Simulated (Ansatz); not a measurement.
Where the default PAW files enter, the runs use the earlier of Ansatz's two default sets.

Tunnelling through a barrier is set by its complex band structure: the current falls as exp(−2κd) with the smallest κ.

Input:

```
CdS
1.0
    4.16884     0.00000     0.00000
   -2.08442     3.61032     0.00000
    0.00000     0.00000     6.98301
Cd S
2 2
Direct
  0.66667   0.33333   0.50022
  0.33333   0.66667   0.00022
  0.66667   0.33333   0.87678
  0.33333   0.66667   0.37678
```

Space group of this cell: P6_3mc, wurtzite. The cell is strained (lengths along the current scaled by 1.03, ions clamped); by r2SCAN its mean pressure is -1.8 GPa.

Transport runs along the normal of the first two printed cell vectors, the (001) (indices of the unstrained crystal) plane of the conventional cell.

The gap is the functional's own, uncorrected, and κ follows it; spin-orbit coupling is left out. Mid-gap values are interpolated between the computed energies.

Task: Estimate the band gap and the smallest decay constant κ at mid-gap that Ansatz (a quantum-chemistry and plane-wave program) with r2SCAN returns for this system.

Result: Gap 1.50 eV on a 12×12×6 mesh; κ = 0.120 1/Å, at the zone centre.
